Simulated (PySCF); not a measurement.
PySCF 2.14.0, PBE0/def2-svp, df: [CH3][Al]([CH3])[SiH2]F, 13 atoms. The geometry is a generated start, not checked to be a minimum at this level.

```json
{
  "task": "energy",
  "method": "pbe0",
  "basis": "def2-svp",
  "two_electron_scheme": "density fitting",
  "mol.max_memory": "3000 MB",
  "mf.max_cycle": "100",
  "mf.conv_tol": "1e-09 (default)",
  "mf.grids.level": "3 (default)",
  "basis_functions": "118",
  "grid_points": "159328"
}
```

```xyz
13

Si     2.1025     0.5173    -0.3033
F      2.7729     0.3934     1.1825
Al    -0.2593    -0.0442    -0.0600
C     -1.5565     1.4554     0.1513
C     -0.7052    -1.9835     0.0292
H      3.0055    -0.3608    -1.0740
H      2.5132     1.8925    -0.6611
H     -1.1051     2.3324     0.6329
H     -1.9615     1.8107    -0.8052
H     -2.4261     1.1732     0.7585
H     -1.7041    -2.1731     0.4434
H      0.0061    -2.5373     0.6568
H     -0.6825    -2.4761    -0.9510
```

With the defaults (mf.diis = true, mf.init_guess = minao, mf.diis_space = 8, mf.level_shift = 0, mf.DIIS = CDIIS, mf.damp = 0, mf.diis_start_cycle = 1) it converges in 11 Fock builds. One run each on 2 threads, 1 BLAS thread, with these changes:
- mf.level_shift = 1 Hartree
- mf.init_guess = mod_huckel
- mf.damp = 0.3, mf.diis_start_cycle = 4
- mf.level_shift = 0.3 Hartree
- mf.diis_space = 5
- mf.DIIS = ADIIS
- mf.diis_space = 3
- mf.diis = false
- mf.init_guess = atom

### Question
Which runs fail or end elsewhere than the default run?

### Answer
No convergence: mf.diis = false (the run ends without SCF convergence in 100 cycles). The rest reach the solution of the defaults.

```json
[
 {"setting": "the defaults", "Fock builds": "11", "end": "same solution"},
 {"setting": "mf.init_guess = atom", "Fock builds": "11", "end": "same solution"},
 {"setting": "mf.diis_space = 5", "Fock builds": "11", "end": "same solution"},
 {"setting": "mf.diis_space = 3", "Fock builds": "13", "end": "same solution"},
 {"setting": "mf.init_guess = mod_huckel", "Fock builds": "13", "end": "same solution"},
 {"setting": "mf.damp = 0.3, mf.diis_start_cycle = 4", "Fock builds": "13", "end": "same solution"},
 {"setting": "mf.DIIS = ADIIS", "Fock builds": "14", "end": "same solution"},
 {"setting": "mf.level_shift = 0.3 Hartree", "Fock builds": "17", "end": "same solution"},
 {"setting": "mf.level_shift = 1 Hartree", "Fock builds": "39", "end": "same solution"},
 {"setting": "mf.diis = false", "Fock builds": "101", "end": "no convergence"}
]
```
